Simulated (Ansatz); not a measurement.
Pressure series in CsAuF4

Start from CsAuF4 (space group Immm, No. 71; a = 5.4948 Å, b = 6.7012 Å, c = 12.4629 Å; a cell from a computed database, its experimental status unchecked).

Cell and atoms are relaxed at each pressure.

Computed with PBEsol (Ansatz, a quantum-chemistry and plane-wave program, PAW, no SOC).

```tsv
P (GPa)	V (Å³/atom)
-1.00	20.966
0.90	18.225
2.10	17.400
4.50	16.300
9.00	15.040
22.50	13.107
30.00	12.462
```

A third-order Birch–Murnaghan fit to these points gives V₀ = 19.12 Å³/atom, B₀ = 16 GPa and B₀′ = 7.5. At pressure 30 GPa the volume is 65.2 % of V₀.

Between the base and pressure 0.9 GPa the gap moves from 2.57 eV to 2.47 eV, a mean slope of -120 meV/GPa.

Spin-orbit coupling, missing from the scalar runs, can matter with Au. Load acts through the strain it causes; cell and atoms are relaxed under it. Stability against distortions was not tested. Competing high-pressure phases were not computed.
